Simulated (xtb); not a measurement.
xtb 6.7.1, GFN2-xTB: CO[Si](C)C, charge +1, multiplicity 1, 14 atoms. The geometry is a generated start, not checked to be a minimum at this level.

| Property | Value |
|---|---|
| method | GFN2-xTB |
| --acc | 1 (default) |
| --etemp (K) | 300 (default) |
| detailed input (--input) | none: ANC optimiser, Lindh (1995) Hessian, microcycle=20, maxdispl=1.0, hlow=0.01 (default) |
| basis functions | 35 |
| valence electrons | 30 |

```xyz
14

C      2.2637    -0.7751     0.1996
O      1.1324     0.0731     0.2022
Si    -0.4102     0.2255    -0.0348
C     -0.9016     1.9781     0.4058
C     -1.5045    -1.1789    -0.6327
H      2.0367    -1.7528    -0.2212
H      2.6089    -0.8888     1.2261
H      3.0396    -0.2893    -0.3901
H     -1.6297     2.3800    -0.2967
H     -1.3595     2.0198     1.3945
H     -0.0329     2.6384     0.4126
H     -2.1215    -1.5686     0.1807
H     -0.9259    -2.0123    -1.0369
H     -2.1954    -0.8492    -1.4090
```

Charge 1 and multiplicity 1 are set for this test and not shown to be the ground state.

The structure is relaxed from this start with --opt LEVEL for the levels crude, sloppy, loose, lax, normal, tight, vtight, extreme, once each. Up to the end of the extreme run atoms move by at most 0.85 Å along an axis.

Task: What is the loosest level that ends within 1 meV of the extreme run, and how many cycles does it take?

Result: vtight: 95 cycles against 96, ending 0.00095 meV above.

| level | cycles | energy above the extreme run (meV) | gradient norm (eV/Å) |
|---|---|---|---|
| crude | 1 | 6.7 | 0.18 |
| sloppy | 1 | 6.7 | 0.18 |
| loose | 1 | 6.7 | 0.18 |
| lax | 3 | 5.8 | 0.066 |
| normal | 6 | 5.2 | 0.028 |
| tight | 23 | 3.7 | 0.0079 |
| vtight | 95 | under 0.01 | 0.0022 |
| extreme | 96 | — | 0.0023 |
